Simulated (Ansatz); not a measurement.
The starting structures come from a database of crystals and need not be the phases stable at ambient conditions.

The decay constant κ of evanescent states in the gap governs leakage through a thin film.

Input:

```
GaLaO3
1.0
    5.58869     0.00000     0.00000
    0.00000     7.87857     0.00000
    0.00000     0.00000     5.55920
La Ga O
4 4 12
Direct
  0.53347   0.25000   0.49229
  0.46653   0.75000   0.50771
  0.96653   0.75000   0.99229
  0.03347   0.25000   0.00771
  0.50000   0.50000   0.00000
  0.00000   0.50000   0.50000
  0.00000   0.00000   0.50000
  0.50000   0.00000   0.00000
  0.71523   0.54119   0.71621
  0.28477   0.45881   0.28379
  0.78477   0.45881   0.21621
  0.21523   0.54119   0.78379
  0.21523   0.95881   0.78379
  0.78477   0.04119   0.21621
  0.28477   0.04119   0.28379
  0.71523   0.95881   0.71621
  0.51544   0.75000   0.07663
  0.48456   0.25000   0.92337
  0.98456   0.25000   0.57663
  0.01544   0.75000   0.42337
```

Space group of this cell: Pnma. The cell is taken as given; by r2SCAN its mean pressure is -4.8 GPa.

Transport runs along the normal of the first two printed cell vectors.

The gap is the functional's own, uncorrected, and κ follows it; spin-orbit coupling is left out. Mid-gap values are interpolated between the computed energies.

Estimate the band gap and the smallest decay constant κ at mid-gap that Ansatz (a program for electronic structure) with r2SCAN returns for this system.

Gap 4.01 eV on a 6×4×6 mesh; κ = 0.415 1/Å, at the zone centre.
